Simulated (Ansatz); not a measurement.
Input and output of a self-consistent single point for V (Im-3m, 1 atom in the cell) (Ansatz, an electronic-structure program).

Level of theory: r2SCAN, default PAW files made with PBE (plane waves; Ansatz).

```xyz
1
Lattice="-1.4912 1.4912 1.4912 1.4912 -1.4912 1.4912 1.4912 1.4912 -1.4912" Properties=species:S:1:pos:R:3 pbc="T T T"
V      0.0000     0.0000     0.0000
```

Reference input (self-consistent single point, DFT, PBE, plane waves, default PAW files): kpoints.mp_grid.grid = 20 20 20; hamiltonian.xc = pbe; hamiltonian.pseudopotentials = {kind: paw} (the program's default PAW files); scf.occupations.method = cold; scf.occupations.width = 0.136 eV. This run's input differs from it in these lines:

Ansatz 0.2 input:
```diff
@@ -12,3 +12,3 @@
 hamiltonian:
-  xc: pbe
+  xc: r2scan
   pseudopotentials:
```

Output (repeated stretches shortened):

```
SCF iter   1: F=—  HF=-2917.038779 eV  |F-HF|=—  |Δ(HF+E_count)|=         —  Δρ=1.79e-2  dr2=3.17e-2  dr2_τ=1.99e-2  ethr=1.77e-3  ⟨swp⟩=4.4  Hψ=14308  notcnv=0
all-band conjugate gradients solve this SCF's bands
preconditioner: auto → none
SCF iter   2: F=—  HF=-2917.066348 eV  |F-HF|=—  |Δ(HF+E_count)|=   2.76e-2  S|Δr|=    0.00e0  Δρ=8.06e-3  dr2=5.89e-3  dr2_τ=5.02e-4  ethr=2.44e-4  ⟨swp⟩=2.7  Hψ=7292  notcnv=0  defer=56
   [... lines left out ...]
SCF iter   4: F=—  HF=-2917.065434 eV  |F-HF|=—  |Δ(HF+E_count)|=   4.69e-4  S|Δr|=    0.00e0  Δρ=3.36e-4  dr2=5.99e-6  dr2_τ=1.40e-6  ethr=2.28e-6  ⟨swp⟩=2.8  Hψ=4405  notcnv=0  defer=56
SCF iter   5: F=—  HF=-2917.065447 eV  |F-HF|=—  |Δ(HF+E_count)|=   1.33e-5  S|Δr|=    0.00e0  Δρ=8.39e-5  dr2=3.25e-7  dr2_τ=3.44e-8  ethr=4.61e-8  ⟨swp⟩=3.0  Hψ=4457  notcnv=0  defer=56
SCF iter   6: F=-2917.065448 eV  HF=-2917.065448 eV  |F-HF|=1.30e-9  |Δ(HF+E_count)|=   6.19e-7  S|Δr|=    0.00e0  Δρ=9.96e-6  dr2=8.40e-9  dr2_τ=6.82e-10  ethr=7.69e-10  ⟨swp⟩=5.4  Hψ=12308  notcnv=0
SCF 1 converged in 6 iterations: F = -2917.065448 eV  dr2 = 8.40e-9
Stability not checked (fill_not_monotonic)
Free energy (F): -2917.065448 eV
Internal energy: -2917.067713 eV  (E = F + TS)
E sigma→0 (E₀):  -2917.066203 eV
Entropy (-TS):   0.002265 eV (2.265 meV/atom)
Fermi energy:    16.752909 eV
--- Forces (eV/Å), atoms counted from 1 ---
  atom   1  V     -0.00000000     0.00000000     0.00000000
--- Stress (GPa, compression-positive) ---
       -0.082113      -0.000000      -0.000000
       -0.000000      -0.082113      -0.000000
       -0.000000      -0.000000      -0.082113
  P = ⅓ Tr σ = -0.0821 GPa (-0.821 kbar)
  The stress holds the Pulay correction. Without it, at fixed plane waves, as pw.x and ABINIT print it: P = -0.1370 GPa
```

The run converged in 6 iterations. Against the reference run the pressure goes from 2.71 to -0.08 GPa. The full log also holds: “WARN basis.ecutwfc = 500 eV, the default”.

The starting cell comes from a database of computed structures (which also holds hypothetical and non-ambient phases and stackings), without a prior relaxation at this level. Spin polarisation is off. Ansatz's pressure includes its estimate of the finite-basis (Pulay) stress.
